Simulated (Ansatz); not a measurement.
Base system: Cu in the fcc (Cu type) structure (space group Fm-3m, No. 225; relaxed with 0.1 eV smearing).

```yaml
crystal:
  lattice:
    - [0.00000, 1.78838, 1.78838]
    - [1.78838, 0.00000, 1.78838]
    - [1.78838, 1.78838, 0.00000]
  atoms:
    - { symbol: Cu, position: [0.00000, 0.00000, 0.00000] }
```

Method: DFT with r2SCAN, PAW potentials and a 500 eV plane-wave cutoff in Ansatz (a program for electronic structure), scalar-relativistic without spin-orbit coupling.

Before the change:

The pressure is 0.0 GPa.

The change: an isotropic linear strain of −2.00 %; the atoms relax in the strained cell.

Q: What does the calculation give for the energy relative to the base after the change?

A: The energy rises by 23 meV/atom.

Q: Estimate the effect on the pressure.

A: The pressure goes from zero to 11.5 GPa.

Whether these cells are dynamically stable was not tested. The final runs are not spin-polarised.
